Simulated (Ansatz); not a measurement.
## LaZnSbO (P4/nmm, No. 129, 8 atoms in the cell; start mp-12515)

All values below come from r²SCAN+SOC in Ansatz (plane waves, PAW).

Numerical settings: plane-wave cutoff 560 eV, 14×14×6 k mesh (along the axes of the cell as run), Fermi–Dirac smearing 0.05 eV, PAW data made under PBE.

Cell (relaxed with PBEsol):

```
CELL_PARAMETERS angstrom
      4.18653     0.00000     0.00000
      0.00000     4.18653     0.00000
      0.00000     0.00000     9.42098
ATOMIC_POSITIONS crystal
  La 0.00000 0.50000 0.87801
  La 0.50000 0.00000 0.12199
  Zn 0.00000 0.00000 0.50000
  Zn 0.50000 0.50000 0.50000
  Sb 0.50000 0.00000 0.68123
  Sb 0.00000 0.50000 0.31877
  O  0.50000 0.50000 0.00000
  O  0.00000 0.00000 0.00000
```

band gap: 0.01 eV (under three smearing widths, so not firm)

Note: cell and atoms aren't relaxed at this level (largest force component 0.16 eV/Å, pressure 2.8 GPa).

The computed numbers hold no vibrational or temperature effects.

A start named mp-… is a Materials Project structure, which need not be a measured phase.

Ansatz is a first-principles code.
